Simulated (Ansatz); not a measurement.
Consider HfPbO3 in the cubic perovskite structure (space group Pm-3m, No. 221; a = 4.1189 Å; a cell from a computed database, its experimental status unchecked). Axes: x, y, z lie along the cube axes.

The change: biaxial strain −3.60 %, plane normal [001], relaxed out of plane (Cartesian); in-plane vectors clamped, the third vector and the atoms free.

Levels (all Ansatz, an electronic-structure program, PAW): PBEsol (420 eV, no spin-orbit coupling); r2SCAN (500 eV, spin-orbit coupling left out).

The geometry is relaxed with PBEsol.

PBEsol width of the top valence band: 0.96 eV
PBEsol pressure: 11.46 GPa
PBEsol band gap: 2.15 eV

**Question.** What does r2SCAN give at this geometry for the width of the top valence band, pressure and band gap?

**Answer.** The width of the top valence band grows by 0.04 eV (0.96 eV → 1.00 eV); the pressure rises by 2.32 GPa, from 11.46 GPa to 13.78 GPa; the band gap grows by 0.55 eV (2.15 eV → 2.70 eV).

Single points use the geometry relaxed with PBEsol. Their cutoffs differ, which shifts pressures a little. With Hf and Pb present, leaving out spin-orbit coupling can change the band edges. Whether these cells are dynamically stable was not tested. Many cubic perovskites are stable only at high temperature; tilts and polar distortions were not tested.
